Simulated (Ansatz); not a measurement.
Base system: Ce in the fcc (Cu type) structure (space group Fm-3m, No. 225; a = 4.664 Å).

The values are results of r2SCAN, PAW, 500 eV (Ansatz, an electronic-structure program; without spin-orbit coupling), earlier PAW set, not measurements.

Before the change:

```
Property                         Value
-----------------------------  -------
Shortest interatomic distance  3.298 Å
```

The change: a hydrostatic pressure of 7.5 GPa.

Problem. What does the calculation give for the shortest interatomic distance after the change?

Solution. The shortest interatomic distance falls by 0.137 Å to 3.161 Å.

Open 4f shells without U are poorly described, and the f state was not checked. Load acts through the strain it causes; cell and atoms are relaxed under it. Whether these cells are dynamically stable was not tested. Competing high-pressure phases were not computed. Starting moments died away, wholly or in part, for the base; another magnetic solution may exist. The final runs are not spin-polarised.
